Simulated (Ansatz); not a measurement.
BBi (model structure, started from the WC type, P-6m2, No. 187, 2 atoms in the cell)

All values below come from PBEsol (Ansatz, an electronic-structure program, PAW).

Settings: plane-wave cutoff 520 eV, 18×18×18 k mesh, Fermi–Dirac smearing 0.05 eV, scalar-relativistic PAW data made under PBE.

Cell (relaxed at this level):

```cif
data_BBi
_chemical_formula_sum 'B1 Bi1'
_space_group_name_H-M_alt 'P-6m2'
_space_group_IT_number 187
_space_group_name_Hall 'P -6 2'
_cell_length_a 3.57453
_cell_length_b 3.57453
_cell_length_c 3.33817
_cell_angle_alpha 90.000
_cell_angle_beta 90.000
_cell_angle_gamma 120.000
loop_
_atom_site_label
_atom_site_type_symbol
_atom_site_symmetry_multiplicity
_atom_site_Wyckoff_symbol
_atom_site_fract_x
_atom_site_fract_y
_atom_site_fract_z
_atom_site_occupancy
B1 B 1 a 0.00000 0.00000 0.00000 1
Bi1 Bi 1 f 0.66667 0.33333 0.50000 1
```

```json
{
 "band_gap": "none",
 "bulk modulus B0": "80.4 GPa"
}
```

Note: the bulk modulus is −V dP/dV from two relaxed cells at ±2 % in volume; the relaxation could raise the start's symmetry but not lower it, so the cell can be a saddle point.

Spin–orbit coupling is not included; it can open a gap where bands touch, and shift volumes and moduli.

Static lattice: no zero-point or thermal effects.

A model structure was made by putting elements into a prototype or built by hand; it is no filed structure, need not be a known phase, and can be a saddle point held by its symmetry.
